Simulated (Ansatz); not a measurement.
## What biaxial strain +2.50 %, plane normal [111], relaxed out of plane does to TlBr

Base system: TlBr in the CsCl type structure (space group Pm-3m, No. 221; a = 3.915 Å). Axes: x, y, z lie along the cube axes.

The change: biaxial strain +2.50 %, plane normal [111], relaxed out of plane (Cartesian); in-plane vectors clamped, the third vector and the atoms free.

Calculations: PBEsol (Ansatz, a first-principles code, PAW, scalar-relativistic without spin-orbit coupling). Γ-centred 9×9×9 mesh, Fermi–Dirac width 0.05 eV.

The volume per atom rises by 0.88 Å³, from 29.99 Å³ to 30.87 Å³ and the shortest interatomic distance decreases by 0.069 Å, from 3.390 Å to 3.321 Å. The energy increases by 4.6 meV/atom and the pressure (mean of the normal stresses, compression positive) goes from zero to -0.64 GPa. The band gap goes up by 0.06 eV to 1.65 eV and the gap character is direct at L. The valley order (the lowest conduction-band minima on the path, energy above the VBM, named in the base's zone) becomes X along [100] 1.65 eV; R along [111] 1.84 eV (base: X along ⟨100⟩ 1.59 eV; R along ⟨111⟩ 1.81 eV) and the out-of-plane strain is -2.03 %. The ratio −ε⊥/ε∥ is 0.81 and the mean in-plane stress (compression positive) comes out as -1.0 GPa.

Final structure (turned so that z lies along the plane normal):

```yaml
crystal:
  lattice:
    - [5.67439, 0.00000, 0.00000]
    - [2.83719, 4.91416, 0.00000]
    - [2.83719, -1.63805, 2.21417]
  atoms:
    - { symbol: Tl, position: [0.00000, 0.00000, 0.00000] }
    - { symbol: Br, position: [0.00000, 0.50000, 0.50000] }
```

With Tl present, leaving out spin-orbit coupling can change the band edges. Whether these cells are dynamically stable was not tested. Labels are those of the standard path for the cell's own space group.
